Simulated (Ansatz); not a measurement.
For CaTiO3 (model structure, R3c, No. 161, 10 atoms in the cell), LDA (PAW; Ansatz, a first-principles code) gives:

| Item | Value |
|---|---|
| lattice parameter a | 5.348 Å |
| lattice parameter c | 13.143 Å |
| cohesive energy | 7.55 eV/atom |
| band gap | 2.82 eV |

### Question
What does PBEsol in Ansatz (PAW) give for the same quantities?

### Answer

- lattice constant a: 5.399 Å (increases by 1.0 %)
- lattice parameter c: 13.325 Å (grows by 1.4 %)
- cohesive energy: 6.87 eV/atom (decreases by 0.68 eV/atom)
- band gap: 2.85 eV (rises by 0.03 eV)

Changes are worked out from the printed values.

Unless a cell is named, each level is at its own relaxed cell (LDA 10.85, PBEsol 11.21 Å³/atom).

Density-functional gaps are differences of (generalised) Kohn–Sham levels.

Ansatz's density-functional and Hartree–Fock values are scalar-relativistic unless marked +SOC, with PAW data made under PBE.

A model structure was made by putting elements into a prototype or built by hand; it is no filed structure, need not be a known phase, and can be a saddle point held by its symmetry.
